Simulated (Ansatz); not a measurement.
We consider antifluorite Be₂C, described by RPBE in Ansatz (PAW).

Settings: plane-wave cutoff 520 eV, 14×14×14 k mesh, Fermi–Dirac smearing 0.01 eV, scalar-relativistic PAW data made under PBE.

Cell (relaxed at this level):

```cif
data_C4Be8
_chemical_formula_sum 'Be8 C4'
_space_group_name_H-M_alt 'Fm-3m'
_space_group_IT_number 225
_space_group_name_Hall '-F 4 2 3'
_cell_length_a 4.35870
_cell_length_b 4.35870
_cell_length_c 4.35870
_cell_angle_alpha 90.000
_cell_angle_beta 90.000
_cell_angle_gamma 90.000
loop_
_atom_site_label
_atom_site_type_symbol
_atom_site_symmetry_multiplicity
_atom_site_Wyckoff_symbol
_atom_site_fract_x
_atom_site_fract_y
_atom_site_fract_z
_atom_site_occupancy
Be1 Be 8 c 0.25000 0.25000 0.25000 1
C1 C 4 a 0.00000 0.00000 0.00000 1
```
(The calculation used a cell of 3 atoms; values per cell refer to that cell.)

**Question.** What does this level give for the bulk modulus, band gap, smallest direct gap on the k points sampled and pressure derivative B′ of the bulk modulus?

**Answer.** 
- bulk modulus: 194 GPa
- band gap: 1.15 eV (indirect)
- smallest direct gap on the k points sampled: 4.16 eV
- pressure derivative B′ of the bulk modulus: 3.5

Static lattice: no zero-point or thermal effects.

The result took about 14 core-seconds (a rough figure).

Ansatz is an electronic-structure program.
